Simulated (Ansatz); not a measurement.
**Short convergence ladders for WC (P3m1, 2 atoms in the cell)**

```yaml
crystal:
  lattice:
    - [1.46227, -2.53274, 0.00000]
    - [1.46227, 2.53274, 0.00000]
    - [0.00000, 0.00000, 2.85420]
  atoms:
    - { symbol: W, position: [0.00000, 0.00000, 0.01752] }
    - { symbol: C, position: [0.33333, 0.66667, 0.50000] }
```

Base method: LDA (PW92), default PAW files made with PBE (plane waves; Ansatz, an electronic-structure program).

Base settings: basis.ecutwfc = 30.9 Ry; kpoints.mp_grid.grid = 13 13 12; hamiltonian.xc = lda; hamiltonian.pseudopotentials = {kind: paw} (the program's default PAW files); scf.occupations.method = gaussian; scf.occupations.width = 0.0073 Ry.

The count of work is k-points × plane waves × bands × iterations; it is no time. 

**The cutoff for other potential files**

Level: DFT, LDA (PW92), plane waves, harder PAW files (source: ansatz) made with PBE.

In this ladder: hamiltonian.pseudopotentials = {kind: paw, source: ansatz}.

The second cell is the first with its lattice scaled by 0.98.

The mesh stays at the base's, so the ladder's end is converged at best in this setting alone.

The first pressure column holds Ansatz's estimate of the finite-basis (Pulay) stress, which hides part of the cutoff error; the other is without it.

Only quantities that move along the ladder and can be compared are tabulated.

| basis.ecutwfc | free energy less the last step's (meV/atom) | energy of the compressed cell less the first (meV/atom) | pressure (GPa) | pressure without the Pulay estimate (GPa) | largest difference of a force vector from the last step's (eV/Å) | count of work / last |
|---|---|---|---|---|---|---|
| 27.2 Ry | 27989.83 | -19.88 | 34.95 | -2743.68 | 0.082 | 0.092 |
| 33.1 Ry | 3592.76 | 3.08 | -9.14 | -434.38 | 0.012 | 0.12 |
| 42.3 Ry | 112.88 | -17.22 | -16.03 | -36.45 | 0.002 | 0.21 |
| 51.1 Ry | 2.09 | -17.36 | -16.04 | -16.35 | 0.000 | 0.28 |
| 60.3 Ry | 1.13 | -17.39 | -16.04 | -16.08 | 0.000 | 0.35 |
| 72.4 Ry | 0.68 | -17.40 | -16.04 | -16.07 | 0.000 | 0.47 |
| 90.4 Ry | 0.24 | -17.40 | -16.04 | -16.05 | 0.000 | 0.66 |
| 120.5 Ry | 0.00 | -17.40 | -16.05 | -16.05 | 0.000 | 1.0 |

Coarsest basis.ecutwfc that holds the pressure within 1 GPa of the last step, with all finer ones: 42.3 Ry, at 0.21 of the last step's count of work; the step before is off by 6.9 GPa.

Coarsest basis.ecutwfc that holds the energy of the compressed cell less the first within 0.2 meV/atom of the last step, with all finer ones: 42.3 Ry, at 0.21 of the last step's count of work; the step before is off by 20 meV/atom.

Coarsest basis.ecutwfc that holds the pressure without the Pulay estimate within 0.5 GPa of the last step, with all finer ones: 51.1 Ry, at 0.28 of the last step's count of work; the step before is off by 20 GPa.

The energy difference between the two cells stays within 1 meV/atom of the last step's from 42.3 Ry on, the total only from 72.4 Ry on: much of the error is common to both cells and cancels.

At the lowest cutoff the pressure without the Pulay estimate lies 2730 GPa under the last step's, the usual sign of Pulay stress in an incomplete plane-wave basis.

**The density cutoff**

The mesh stays at the base's, so the ladder's end is converged at best in this setting alone.

Only quantities that move along the ladder and can be compared are tabulated.

| basis.ecutrho_ratio | free energy less the last step's (meV/atom) |
|---|---|
| 2 | -0.85 |
| 3 | 0.00 |
| 4 | 0.00 |
| 5 | 0.00 |
| 6 | 0.00 |
| 8 | 0.00 |
| 10 | 0.00 |
| 12 | 0.00 |
| 16 | 0.00 |

Coarsest basis.ecutrho_ratio that holds the free energy within 0.5 meV/atom of the last step, with all finer ones: 3; the step before is off by 0.85 meV/atom.

**The relaxed cell against the cutoff**

On WC (P-6m2, 2 atoms in the cell): atoms on their sites.

In this ladder: relax = cell and atoms.

The mesh stays at the base's, so the ladder's end is converged at best in this setting alone.

Only quantities that move along the ladder and can be compared are tabulated.

```csv
basis.ecutwfc,relaxed volume (Å³/atom),relaxation steps
15.4 Ry,10.036,20
18.4 Ry,10.115,14
21.7 Ry,10.137,11
26.1 Ry,10.130,8
30.9 Ry,10.125,8
37.1 Ry,10.125,6
46.3 Ry,10.125,6
61.7 Ry,10.125,6
```

Coarsest basis.ecutwfc that holds the relaxed volume within 0.051 Å³/atom of the last step, with all finer ones: 18.4 Ry; the step before is off by 0.088 Å³/atom.

At the lowest cutoff the cell relaxes to a volume 0.9 % smaller than at the highest. Ansatz relaxes on a stress corrected for the finite basis.

On the base run: the starting cell has typed, rounded lattice constants, without a prior relaxation at this level. Its lattice was rescaled by up to half a per cent. One atom was moved a little off its site on purpose. Spin polarisation is off.

Keys are those of Ansatz 0.2.
